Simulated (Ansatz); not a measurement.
Amorphous Ge12Sb12Te28C4, 56 atoms at 5.94 g/cm³, one PBE-relaxed geometry, zone centre. Methods: PBE-D3(BJ), scalar-relativistic without spin-orbit coupling, PAW (Ansatz default set, large-core Te) (Ansatz, an electronic-structure program); HSE06-D3(BJ), scalar-relativistic without spin-orbit coupling, PAW (Ansatz default set, large-core Te) (Ansatz). Plane waves to 420 eV (r2SCAN 500 eV); exact exchange is cut at the cell's faces. So small a spacing is near the smearing width and the bands' dispersion over the mesh, so it is a value of this cell and mesh. All rungs ran without spin polarisation.

It comes from a melt-quench run on a machine-learned potential (CHGNet), relaxed afterwards by DFT. The hot cell started wider than the set density and was brought back towards it in steps. It is the lowest in DFT energy of 4 quenches. It is a model cell: composition and starting density were chosen by hand, and all elements were melted together. The geometry includes D3(BJ) dispersion. Its density started from a set value of 5.65 and ended at 5.94 g/cm³. Cooling (nominally 50 K/ps over its main leg) ran many orders faster than in experiment, which tends to leave more defects and strain. Values belong to this one cell and scatter from quench to quench. The volume was free in the relaxation, at fixed shape. On a 2×2×2 Γ-centred mesh force components of up to 0.24 eV/Å stay, since the relaxation ran on one k-point at (1/4, 1/4, 1/4).

The relaxation ran on one k-point at (1/4, 1/4, 1/4). At PBE the gap is 0.14 eV on a 2×2×2 Γ-centred mesh, and the spacing at the zone centre alone 0.33 eV.

Problem. What zone-centre spacing does HSE06 give, roughly?

Solution. 0.63 eV (+0.29 eV against PBE).

The highest filled and the lowest empty state spread over these numbers of atoms (participation numbers): PBE: 29.7 and 21.0; HSE06: 29.2 and 18.9.
